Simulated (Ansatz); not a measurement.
fluorite-type CoSi2 (0 0 1) on zinc-blende GaP (0 0 1) (film strained to the substrate, started from cuts of the bulks and a machine-learned relaxation; slabs Ga5P6 and Co4Si8, which can lie off the formulas)

A periodic stack without vacuum, fluorite-type CoSi2 (0 0 1) on zinc-blende GaP (0 0 1) (film strained to the substrate, started from cuts of the bulks and a machine-learned relaxation; slabs Ga5P6 and Co4Si8, which can lie off the formulas): substrate slab Ga5P6, film Co4Si8, surface cells [[1, 0], [1, 1]] and [[1, 0], [1, 1]], film strained by +2.7 and +2.7 %, outermost planes P/P and Si/Co as cut, which need not be the usual terminations and can put a slab off its formula.

The start was prepared with a machine-learned potential, and the result is one local minimum, with the in-plane cell held and forces under 0.04 eV/Å; the film can end far from its bulk form.

Method: PBE (plane waves to 420 eV, PAW; Ansatz, a first-principles code). No spin–orbit coupling; the runs are not spin-polarised; PBE gaps are too small against experiment. Its k-point mesh 8×8×1, Fermi–Dirac width 0.05 eV.

| Item | Result |
|---|---|
| interface area | 15.2 Å² |
| period | 25.83 Å |
| heights between the nearest atoms of the two slabs at the two interfaces | 1.82 and 1.10 Å |
| Co–P contacts across the interfaces within 1.22 times the sum of covalent radii | 2, mean 2.23 Å |
| P–Si contacts across the interfaces within 1.22 times the sum of covalent radii | 2, mean 2.34 Å |
| estimate of the barrier | withheld, since the two interfaces are unlike |
| slope of the mean potential energy in the substrate | -1.4 MV/cm × e |

```
CELL_PARAMETERS angstrom
      3.89408     0.00014    -0.07059
      0.00013     3.89410     0.06746
      0.46179    -1.14859    25.80564
ATOMIC_POSITIONS crystal
  Ga 0.95032 0.21354 0.17662
  Ga 0.45006 0.69458 0.06970
  Ga 0.95046 0.25245 0.38975
  Ga 0.45034 0.73214 0.28316
  Ga 0.45074 0.76841 0.49681
  P  0.95021 0.70365 0.12353
  P  0.44988 0.18495 0.01671
  P  0.95045 0.74260 0.33659
  P  0.45039 0.22253 0.23004
  P  0.95094 0.86667 0.55182
  P  0.45055 0.25978 0.44319
  Co 0.94964 0.14182 0.77316
  Co 0.44948 0.60663 0.66952
  Co 0.95001 0.17732 0.97431
  Co 0.45028 0.66196 0.87434
  Si 0.44943 0.11908 0.72354
  Si 0.94936 0.63668 0.72354
  Si 0.94946 0.52991 0.62229
  Si 0.44953 0.09319 0.62308
  Si 0.44973 0.17045 0.92342
  Si 0.94965 0.66939 0.92506
  Si 0.94993 0.64988 0.82428
  Si 0.44970 0.15148 0.82337
```
